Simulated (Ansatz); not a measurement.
An Ansatz (a quantum-chemistry and plane-wave program) run: Ti3Al with a change (strain tensor (xx, yy, zz, yz, xz, xy) = (+0.03, +0.55, −0.98, −0.90, −0.57, −0.58) %); Ansatz r2SCAN, no spin-orbit coupling.

Input:

Ansatz 0.2 input:
```yaml
crystal:
  lattice:
    - [5.7488428366, -0.0330459325, -0.0327585766]
    - [-2.9030400354, 5.0210480892, -0.0284150688]
    - [-0.0263995958, -0.0416835724, 4.5861192628]
  atoms:
    - { symbol: Ti, position: [0.8298238392, 0.6596476784, 0.25] }
    - { symbol: Ti, position: [0.1701761608, 0.8298238392, 0.75] }
    - { symbol: Ti, position: [0.3403523216, 0.1701761608, 0.25] }
    - { symbol: Ti, position: [0.1701761608, 0.3403523216, 0.75] }
    - { symbol: Ti, position: [0.8298238392, 0.1701761608, 0.25] }
    - { symbol: Ti, position: [0.6596476784, 0.8298238392, 0.75] }
    - { symbol: Al, position: [0.3333333333, 0.6666666667, 0.25] }
    - { symbol: Al, position: [0.6666666667, 0.3333333333, 0.75] }
basis: { ecutwfc: 500, ecutrho_ratio: 4, xc_grid: 4, fft_grid_basis: typed }
kpoints: { mp_grid: { grid: [10, 10, 10] } }
hamiltonian:
  xc: r2scan
  dispersion: none
  pseudopotentials: { kind: paw }
scf: { occupations: { method: fermi_dirac, width: 0.05 }, convergence: { dr2_threshold: 0.0000000008 } }
relax: { f_tol: 0.005, max_steps: 50 }
output: { forces: true, stress: true }
checkpoint: { write: state.ck, write_every: 1000 }
```

Output (explanatory and most iteration lines left out):

```
Relaxation: its limit of steps is 50 (relax.max_steps)
Pseudopotential: Ti, paw, valence charge 12
Pseudopotential: Al, paw, valence charge 3
Crystal: 8 atoms, lattice volume = 131.924 Å³
Basis set: ecut = 500 eV, 3365 PW (Γ), exchange–correlation on 180×180×144 points (64 copies of the dense FFT grid, shifted against one another)
Bands: 47, of which v1, the nominal top of the filled ones, is band 39 counted from 1 (38 counted from 0)
Symmetry: 2 space group operations
Space group: P-1 (ITA 2), of the structure as read, at distance tolerance 5.1e-5 Å
k-points: 504 of 1000
Functional: x = r2scan, c = r2scan; τ floored in thin density (d = 2e-4 eV/Å³)
SCF iter   1: F=—  HF=-16109.344558 eV  |F-HF|=—  |Δ(HF+E_count)|=         —  Δρ=1.54e-2  dr2=2.93e-1  dr2_τ=6.79e-2  ethr=1.77e-3  ⟨swp⟩=7.4  Hψ=99501  notcnv=0
SCF iter   2: F=—  HF=-16109.491720 eV  |F-HF|=—  |Δ(HF+E_count)|=   1.47e-1  Δρ=5.38e-3  dr2=3.01e-2  dr2_τ=3.09e-3  ethr=3.75e-4  ⟨swp⟩=3.0  Hψ=52324  notcnv=0
SCF 1 converged in 11 iterations: F = -16109.497161 eV  dr2 = 4.56e-10
relax step   1: F+E_penalty+E_count = -16109.49716112 eV  Δ(F+E_penalty+E_count) = +0.000e0 eV  max|allowed force component| = 8.797e-2 eV/Å  Δτ_max = 0.0000 Å  (11 SCF iters, accepted)
Crystal: 8 atoms, lattice volume = 131.924 Å³
SCF iter   1: F=—  HF=-16109.339961 eV  |F-HF|=—  |Δ(HF+E_count)|=         —  Δρ=3.20e-3  dr2=6.98e-3  dr2_τ=2.65e-1  ethr=8.96e-6  ⟨swp⟩=2.0  Hψ=103496  notcnv=0
SCF iter   2: F=—  HF=-16109.500083 eV  |F-HF|=—  |Δ(HF+E_count)|=   1.60e-1  Δρ=1.61e-3  dr2=2.60e-3  dr2_τ=1.22e-4  ethr=8.95e-6  ⟨swp⟩=2.0  Hψ=47401  notcnv=0
SCF 2 converged in 11 iterations: F = -16109.500590 eV  dr2 = 1.15e-11
relax step   2: F+E_penalty+E_count = -16109.50059044 eV  Δ(F+E_penalty+E_count) = -3.429e-3 eV  max|allowed force component| = 4.667e-2 eV/Å  Δτ_max = 0.0367 Å  (11 SCF iters, accepted)
Crystal: 8 atoms, lattice volume = 131.924 Å³
SCF iter   1: F=—  HF=-16109.479265 eV  |F-HF|=—  |Δ(HF+E_count)|=         —  Δρ=1.20e-3  dr2=1.03e-3  dr2_τ=3.72e-2  ethr=1.26e-5  ⟨swp⟩=10.6  Hψ=86883  notcnv=0
SCF iter   2: F=—  HF=-16109.502046 eV  |F-HF|=—  |Δ(HF+E_count)|=   2.28e-2  Δρ=6.32e-4  dr2=4.20e-4  dr2_τ=2.31e-5  ethr=1.32e-6  ⟨swp⟩=2.0  Hψ=47732  notcnv=0
SCF 3 converged in 10 iterations: F = -16109.502091 eV  dr2 = 4.86e-11
relax step   3: F+E_penalty+E_count = -16109.50209071 eV  Δ(F+E_penalty+E_count) = -1.500e-3 eV  max|allowed force component| = 3.843e-3 eV/Å  Δτ_max = 0.0133 Å  (10 SCF iters, accepted)
Crystal: 8 atoms, lattice volume = 131.924 Å³
SCF iter   1: F=—  HF=-16109.502091 eV  |F-HF|=—  |Δ(HF+E_count)|=         —  Δρ=1.79e-7  dr2=4.85e-11  dr2_τ=2.16e-12  ethr=1.00e-12  ⟨swp⟩=2.8  Hψ=112482  notcnv=0
SCF iter   2: F=-16109.502091 eV  HF=-16109.502091 eV  |F-HF|=7.28e-12  |Δ(HF+E_count)|=  1.27e-11  Δρ=1.33e-7  dr2=2.49e-11  dr2_τ=1.22e-12  ethr=1.00e-12  ⟨swp⟩=3.0  Hψ=50945  notcnv=0
SCF 4 converged in 2 iterations: F = -16109.502091 eV  dr2 = 2.49e-11
SCF converged after 2 iterations
Free energy (F): -16109.502091 eV
Internal energy: -16109.464802 eV  (E = F + TS)
E sigma→0 (E₀):  -16109.483446 eV
Entropy (-TS):   -0.037289 eV (-4.661 meV/atom)
Fermi energy:    12.303553 eV
--- Forces (eV/Å), atoms counted from 1 ---
  atom   1  Ti     0.00209795    -0.00297977     0.00093044
  atom   2  Ti     0.00310424    -0.00186974    -0.00052199
  atom   3  Ti    -0.00143524    -0.00251501    -0.00022095
  atom   4  Ti    -0.00209795     0.00297977    -0.00093044
  atom   5  Ti    -0.00310424     0.00186974     0.00052199
  atom   6  Ti     0.00143524     0.00251501     0.00022095
  atom   7  Al    -0.00384414    -0.00312825    -0.00383490
  atom   8  Al     0.00384414     0.00312825     0.00383490
--- Stress (GPa, compression-positive) ---
        0.113689       0.625154       0.803968
        0.625154      -0.427776       1.236444
        0.803968       1.236443       2.086645
  P = ⅓ Tr σ = 0.5909 GPa (5.909 kbar)
--- Relaxed structure (3 steps of the walk, 3 accepted, 0 SCFs on fresh bases) ---
  atoms:
    - { symbol: Ti, position: [0.8284723372512212, 0.6583968585626745, 0.25326717086614337] }
    - { symbol: Ti, position: [0.17153606941064037, 0.8294625156256077, 0.7499979349815629] }
    - { symbol: Ti, position: [0.3368785703576044, 0.16865555520853456, 0.24638959416578773] }
    - { symbol: Ti, position: [0.17152766274877865, 0.3416031414373254, 0.7467328291338564] }
    - { symbol: Ti, position: [0.8284639305893593, 0.170537484374392, 0.25000206501843675] }
    - { symbol: Ti, position: [0.6631214296423954, 0.8313444447914653, 0.753610405834212] }
    - { symbol: Al, position: [0.33354433635511804, 0.6669207325176674, 0.2501403387035817] }
    - { symbol: Al, position: [0.6664556636448817, 0.3330792674823324, 0.749859661296418] }
```

Stability against distortions was not tested. The final runs are not spin-polarised. The cell was made from Ti3Al (space group P6_3/mmc, No. 194) by this change: strain tensor (xx, yy, zz, yz, xz, xy) = (+0.03, +0.55, −0.98, −0.90, −0.57, −0.58) %.
